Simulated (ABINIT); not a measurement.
Input and output of a self-consistent single point for Cs2ScAuBr6 (Fm-3m, 10 atoms in the cell) (ABINIT)

Computed with LDA (PW92), PAW (JTH v2.0 LDA PAW) (plane waves; ABINIT).

Input:

```
# Cs2ScAuBr6, JTH v2.0 LDA PAW
pp_dirpath "./"
pseudos "Cs.LDA_PW-JTH.xml, Sc.LDA_PW-JTH.xml, Au.LDA_PW-JTH.xml, Br.LDA_PW-JTH.xml"
acell 3*1.0
rprim
         0.0000000000   10.5807995595   10.5807995595
        10.5807995595    0.0000000000   10.5807995595
        10.5807995595   10.5807995595    0.0000000000
natom 10
ntypat 4
znucl 55 21 79 35
typat 1 1 2 3 4 4 4 4 4 4
xcart
         8.3986770000    8.3986770000    8.3986770000
         2.7995590000    2.7995590000    2.7995590000
         0.0000000000    0.0000000000    0.0000000000
         5.5991180000    5.5991180000    5.5991180000
         2.6956393699    5.5991180000    5.5991180000
         8.5025966301    5.5991180000    5.5991180000
         5.5991180000    2.6956393699    5.5991180000
         5.5991180000    8.5025966301    5.5991180000
         5.5991180000    5.5991180000    2.6956393699
         5.5991180000    5.5991180000    8.5025966301
      Angstrom
ecut 30
pawecutdg 60
pawxcdev 0
occopt 7
tsmear 0.05 eV
nband 52
kptopt 1
ngkpt 3 3 3
nshiftk 1
shiftk 0 0 0
nstep 100
tolvrs 1.0e-12
prtwf 0
prtden 0
enunit 2
```

The program printed (abridged):

```
 Symmetries : space group Fm -3 m (#225); Bravais cF (face-center cubic)

 -outvars: echo values of preprocessed input variables --------
            acell      1.0000000000E+00  1.0000000000E+00  1.0000000000E+00 Bohr
             ecut      3.00000000E+01 Hartree
           enunit           2
              ixc       -1012
         kptrlatt        3    0    0      0    3    0      0    0    3
          kptrlen      4.48905307E+01
            natom          10
            nband          52
            ngfft          75      75      75
          ngfftdg         108     108     108
             nkpt           4
            nstep         100
             nsym          48
           ntypat           4
           occopt           7
        pawecutdg      6.00000000E+01 Hartree
         pawxcdev           0
            rprim      0.0000000000E+00  1.0580799560E+01  1.0580799560E+01
                       1.0580799560E+01  0.0000000000E+00  1.0580799560E+01
                       1.0580799560E+01  1.0580799560E+01  0.0000000000E+00
          spgroup         225
           tolvrs      1.00000000E-12
           tsmear      1.83746627E-03 Hartree
            typat      1  1  2  3  4  4  4  4  4  4
           useylm           1
             xred      7.5000000000E-01  7.5000000000E-01  7.5000000000E-01
                       2.5000000000E-01  2.5000000000E-01  2.5000000000E-01
                       0.0000000000E+00  0.0000000000E+00  0.0000000000E+00
                       5.0000000000E-01  5.0000000000E-01  5.0000000000E-01
                       7.5928000113E-01  2.4071999887E-01  2.4071999887E-01
                       2.4071999887E-01  7.5928000113E-01  7.5928000113E-01
                       2.4071999887E-01  7.5928000113E-01  2.4071999887E-01
                       7.5928000113E-01  2.4071999887E-01  7.5928000113E-01
                       2.4071999887E-01  2.4071999887E-01  7.5928000113E-01
                       7.5928000113E-01  7.5928000113E-01  2.4071999887E-01
            znucl       55.00000   21.00000   79.00000   35.00000

== DATASET  1 ==================================================================

 Real(R)+Recip(G) space primitive vectors, cartesian coordinates (Bohr,Bohr^-1):
 R(1)=  0.0000000 10.5807996 10.5807996  G(1)= -0.0472554  0.0472554  0.0472554
 R(2)= 10.5807996  0.0000000 10.5807996  G(2)=  0.0472554 -0.0472554  0.0472554
 R(3)= 10.5807996 10.5807996  0.0000000  G(3)=  0.0472554  0.0472554 -0.0472554
 Unit cell volume ucvol=  2.3691113E+03 bohr^3
 Angles (23,13,12)=  6.00000000E+01  6.00000000E+01  6.00000000E+01 degrees

 Coarse grid specifications (used for wave-functions):

 getcut: wavevector=  0.0000  0.0000  0.0000  ngfft=  75  75  75
         ecut(hartree)=     30.000   => boxcut(ratio)=   2.00610

 Fine grid specifications (used for densities):

 getcut: wavevector=  0.0000  0.0000  0.0000  ngfft= 108 108 108
         ecut(hartree)=     60.000   => boxcut(ratio)=   2.06990

   2.73246342E+04                                ecore*ucvol(ha*bohr**3)

_setup2: Arith. and geom. avg. npw (full set) are   18607.370   18607.351
--- !BeginCycle
solver: {iscf: 17, nstep: 100, nline: 4, wfoptalg: 10, }
tolerances: {tolvrs: 1.00E-12, }
...

     iter   Etot(hartree)      deltaE(h)  residm     nres2
 ETOT  1  -201.83483340600    -2.018E+02 1.664E+00 1.036E+02
 ETOT  2  -205.60633324367    -3.771E+00 2.324E-01 1.224E+02
 ETOT  3  -205.42742746439     1.789E-01 3.903E-02 4.013E+01
 ETOT  4  -205.35616545051     7.126E-02 2.110E-02 2.362E+01
 ETOT  5  -205.32798626361     2.818E-02 7.466E-03 1.583E+01
 ETOT  6  -205.27984687527     4.814E-02 3.681E-02 7.541E+00
   [... 29 lines left out ...]
 ETOT 36  -205.28383957443    -2.447E-11 8.224E-06 2.117E-11
 ETOT 37  -205.28383957442     4.690E-12 1.421E-05 1.193E-11
 ETOT 38  -205.28383957442     1.620E-12 8.271E-06 1.346E-12
 ETOT 39  -205.28383957442    -1.080E-12 1.390E-05 1.199E-12
 ETOT 40  -205.28383957444    -1.839E-11 8.336E-06 5.562E-13
 At SCF step   40       nres2   =  5.56E-13 < tolvrs=  1.00E-12 =>converged.

 Cartesian components of stress tensor (hartree/bohr^3)
  sigma(1 1)=  1.25874864E-04  sigma(3 2)=  0.00000000E+00
  sigma(2 2)=  1.25874864E-04  sigma(3 1)=  0.00000000E+00
  sigma(3 3)=  1.25874864E-04  sigma(2 1)=  0.00000000E+00

 ----iterations are completed or convergence reached----

 reduced coordinates (array xred) for   10 atoms
       0.750000000000      0.750000000000      0.750000000000
       0.250000000000      0.250000000000      0.250000000000
       0.000000000000      0.000000000000      0.000000000000
       0.500000000000      0.500000000000      0.500000000000
       0.759280001134      0.240719998866      0.240719998866
       0.240719998866      0.759280001134      0.759280001134
       0.240719998866      0.759280001134      0.240719998866
       0.759280001134      0.240719998866      0.759280001134
       0.240719998866      0.240719998866      0.759280001134
       0.759280001134      0.759280001134      0.240719998866
 cartesian forces (eV/Angstrom) at end:
    1     -0.00000000000000    -0.00000000000000    -0.00000000000000
    2     -0.00000000000000    -0.00000000000000     0.00000000000000
    3     -0.00000000000000    -0.00000000000000    -0.00000000000000
    4     -0.00000000000000    -0.00000000000000    -0.00000000000000
    5     -0.04527036440741    -0.00000000000000     0.00000000000000
    6      0.04527036440741    -0.00000000000000    -0.00000000000000
    7     -0.00000000000000    -0.04527036440741    -0.00000000000000
    8      0.00000000000000     0.04527036440741    -0.00000000000000
    9     -0.00000000000000     0.00000000000000    -0.04527036440741
   10      0.00000000000000    -0.00000000000000     0.04527036440741
 frms,max,avg= 2.0245522E-02 4.5270364E-02   0.000E+00  0.000E+00  0.000E+00 e/A
 length scales=  1.000000000000  1.000000000000  1.000000000000 bohr
              =  0.529177208590  0.529177208590  0.529177208590 angstroms
 Fermi (or HOMO) energy (hartree) =  -0.00548   Average Vxc (hartree)=  -0.31857
 Eigenvalues (hartree) for nkpt=   4  k points:
   [... lines left out ...]
 Fermi (or HOMO) energy (eV) =  -0.14908   Average Vxc (eV)=  -8.66860
   [... lines left out ...]
 -14.34101  -14.34101  -14.27726  -14.27726   -7.79950   -7.79950   -7.79950   -7.71907
  -7.71907   -7.71907   -5.33105   -3.94702   -3.94702   -3.54247   -3.54247   -3.54247
  -3.37500   -3.37500   -3.37500   -2.08693   -2.08693   -2.08693   -1.98931   -1.98931
  -1.98931   -1.65631   -1.65631   -1.65631   -1.34217   -1.34217   -1.34217   -1.17248
  -1.17248    0.66926    1.71769    1.71769    1.71769    3.33858    3.45831    3.45831
   4.10021    4.10022    4.21828    4.21828
 prteigrs : prtvol=0 or 1, do not print more k-points.

--- !EnergyTerms
comment             : Components of total free energy in Hartree
kinetic             :  5.49176701888786E+01
hartree             :  4.80791143028880E+01
xc                  : -6.72695594646231E+01
Ewald energy        : -1.49307440552460E+02
psp_core            :  1.15337065785197E+01
local_psp           : -1.44085905823056E+02
spherical_terms     :  4.08485758545290E+01
internal            : -2.05283838915324E+02
'-kT*entropy'       : -5.34199576257582E-18
total_energy        : -2.05283838915324E+02
total_energy_eV     : -5.58605734097928E+03
...

-Cartesian components of stress tensor (GPa)         [Pressure= -3.7034E+00 GPa]
- sigma(1 1)=  3.70336574E+00  sigma(3 2)=  0.00000000E+00
- sigma(2 2)=  3.70336574E+00  sigma(3 1)=  0.00000000E+00
- sigma(3 3)=  3.70336574E+00  sigma(2 1)=  0.00000000E+00

 Calculation completed.
```

The run converged in 40 iterations.

The starting cell comes from a database of computed structures (which also holds hypothetical and non-ambient phases and stackings), without a prior relaxation at this level. Its lattice was rescaled by a random factor within 2.5 % of one. With a pressure of about -4 GPa the cell is away from its equilibrium volume at this level.

Cost on one core of a shared machine: roughly 20 min.
